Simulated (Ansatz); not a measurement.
Consider CaSi$_{2}$ (space group R-3m, No. 166; a = 3.8512 Å, c = 29.8092 Å (hexagonal axes); a cell from a computed database, its experimental status unchecked). Axes: x lies along a and z along c of the hexagonal cell.

The values are results of Ansatz (an electronic-structure program), PBEsol, PAW, cutoff 420 eV, without spin-orbit coupling, not measurements.

Strains are applied to the cell and any free atomic positions relax; under biaxial strain the out-of-plane vector relaxes too.

One change was made to it. Results:

| quantity | base | after |
|---|---|---|
| energy relative to the base (free energy F) | 0 meV/atom | +3.3 meV/atom |
| pressure (mean of the normal stresses, compression positive) | 0.0 GPa | -0.9 GPa |

**Question.** What was done to the base?
(A) strain tensor (xx, yy, zz, yz, xz, xy) = (−0.90, +1.39, +1.22, −0.08, −0.32, +0.80) %
(B) tensor shear ε_xy = −0.25 %
(C) biaxial strain −4.80 %, plane normal [001], relaxed out of plane
(D) tensor shear ε_yz = +1.39 %

**Answer.** A, strain tensor (xx, yy, zz, yz, xz, xy) = (−0.90, +1.39, +1.22, −0.08, −0.32, +0.80) %. For comparison, the pressure in the other runs: tensor shear ε_xy = −0.25 % gives 0.0 GPa; tensor shear ε_yz = +1.39 % gives 0.1 GPa; biaxial strain −4.80 %, plane normal [001], relaxed out of plane gives 6.0 GPa.

Without a gap, meshes like the base's 14×14×14 leave anisotropic stresses uncertain by several tenths of a GPa, and small strain energies with them. Whether these cells are dynamically stable was not tested. All final runs are without spin polarisation.
